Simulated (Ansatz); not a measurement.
The parent structure is a 12-atom supercell of Ca in the fcc (Cu type) structure (space group Fm-3m, No. 225; a = 5.527 Å) at its relaxed geometry.

Computed with PBE (Ansatz, a program for electronic structure), without spin-orbit coupling.

One neutral defect a cell, atoms relaxed at fixed cell.

One change was made to it. Results:

The largest displacement of a host atom from its site in the perfect cell comes out as 0.09 Å; the pressure goes from zero to -0.8 GPa.

Problem. Which of these changes matches the shifts?
(A) Sc on a Ca site
(B) Li interstitial (started 2.76 Å from the nearest host atom)
(C) H interstitial (started 2.39 Å from the nearest host atom), symmetric start

Solution. A, Sc on a Ca site. For comparison, the pressure in the other runs: H interstitial (started 2.39 Å from the nearest host atom), symmetric start gives 0.0 GPa; Li interstitial (started 2.76 Å from the nearest host atom) gives 1.2 GPa.

In so small a cell the defect repeats every few ångströms: this is an ordered compound, not a dilute defect. Defects with a symmetric start kept the site's symmetry and may sit on a saddle; the others started slightly shaken. The final runs are not spin-polarised.
